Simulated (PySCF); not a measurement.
PySCF 2.14.0, HF/def2-svp: B(Cl)(OMe)(NMe2) (COB(Cl)N(C)C), 16 atoms. The geometry is a generated start, not checked to be a minimum at this level.

```json
{
  "task": "energy and gradient",
  "basis": "def2-svp",
  "mol.max_memory": "7000 MB",
  "mf.init_guess": "minao (default)",
  "mf.DIIS": "CDIIS (default)",
  "mf.diis_space": "8 (default)",
  "mf.conv_tol": "1e-09 (default)",
  "basis functions (reference run)": "147"
}
```

```xyz
16

B      0.1035    -0.6376     0.1392
Cl     0.6540    -1.8479     1.3035
O     -0.3262    -1.0057    -1.0887
C     -0.3543    -2.3396    -1.5442
H     -0.7568    -3.0120    -0.7825
H     -0.9889    -2.3646    -2.4286
H      0.6517    -2.6728    -1.8084
N      0.1113     0.7113     0.4984
C      0.5371     1.2391     1.7767
C     -0.3131     1.7471    -0.4202
H      1.3084     2.0006     1.6267
H     -0.3080     1.6977     2.2991
H      0.9448     0.4415     2.3927
H     -1.1066     2.3484     0.0322
H      0.5264     2.4071    -0.6647
H     -0.6833     1.2873    -1.3315
```

The reference run uses exact four-centre integrals. One run each, on a shared machine, so no times are given.

Settings tried, all else as in the reference:
- density fitting
- density fitting of J alone, exact K
- density fitting, auxbasis = def2-universal-jfit
- density fitting, auxbasis = autoaux

**Question.** Sort the settings: which keep to the reference within 1.0 meV/atom in energy, 10 meV/Å in forces (largest component), and which don't?

**Answer.** Within it: density fitting of J alone, exact K; density fitting. At the edge (between 0.75 and 1.33 times the tolerance): density fitting, auxbasis = autoaux. Outside: density fitting, auxbasis = def2-universal-jfit.

| setting | energy against the reference | difference in forces (largest component) |
|---|---|---|
| density fitting of J alone, exact K | −0.24 meV/atom | 0.64 meV/Å |
| density fitting | +0.36 meV/atom | 1.5 meV/Å |
| density fitting, auxbasis = autoaux | +0.78 meV/atom | 3.6 meV/Å |
| density fitting, auxbasis = def2-universal-jfit | +3400 meV/atom | 2500 meV/Å |

Total energies are compared; such shifts often cancel in part in energy differences. def2-universal-jfit is made for Coulomb alone and misses functions that exchange needs. Also tried and not ranked: density fitting, auxbasis = def2-universal-jkfit (same energy as a listed run); COSX exchange (sgx_fit, pjs) with fitted J, mf.with_df.grids_level_i = 1, mf.with_df.grids_level_f = 1 (gradient came out as NaN); COSX exchange (sgx_fit, pjs) with fitted J, mf.with_df.grids_level_i = 1, mf.with_df.grids_level_f = 2 (default) (gradient came out as NaN); COSX exchange (sgx_fit, pjs) with fitted J, mf.with_df.grids_level_i = 1, mf.with_df.grids_level_f = 3 (gradient came out as NaN); COSX exchange (sgx_fit, pjs) with fitted J, mf.with_df.grids_level_i = 1, mf.with_df.grids_level_f = 4 (gradient came out as NaN). The tolerance is a choice made for this comparison.
